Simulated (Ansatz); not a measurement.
BN: stress against strain

BN (wurtzite, P6_3mc, 5.969 Å³/atom at rest, c along z) under a strain ε along c (axis z), the other axes held. PBE in Ansatz, a plane-wave DFT program (PAW, default set), 420 eV, 15×15×8 Γ-centred mesh, Fermi-Dirac smearing 0.05 eV; ions are relaxed within the symmetry of each cell. Stress is positive for a compressed cell.

Here s stands for strain and y for stress zz.

```csv
strain (%),stress zz (GPa)
-3.00,?
-1.20,12.63
-0.60,6.19
0.00,0.00
0.60,-5.91
1.20,-11.54
```

Question: Using a straight line, estimate the missing y at s = -3.00 from the other rows, showing the fit.

Answer: Means: s 0, y 0.274. About the means, the sum of products is -36.264 and the sum of squares of s is 3.6000; the slope is their ratio. Least squares gives y = 0.274 - 10.0733·s. Residuals (row less fit): 0.268, -0.128, -0.274, -0.140, 0.274; standard error 0.293 (degrees of freedom: 3). The slope gives the elastic constant C33 = 1007 ± 15 GPa. At the withheld row, y = 0.274 - 10.0733 × (-3.0) = 30.494 GPa. The calculation gives 33.56 GPa, 3.066 GPa above the prediction (6.8 % of the range of y in the table). The row lies outside the fitted rows, so this is an extrapolation. From the scatter of the fitted rows alone, a prediction at this place has a standard error of 0.564 GPa, so the miss is 5.4 times that.

One order more, fitted to all 11 runs of the series, follows each within 0.03, so the miss is the next term of a smooth law. BN is here a metastable high-pressure form. Rows are the converged runs of the series near zero and its far end; series whose fitted rows scatter by over a few per cent of the range, as at a crossing or softening among them, aren't shown in this form. Most that stay on the fit to the last digits aren't either.
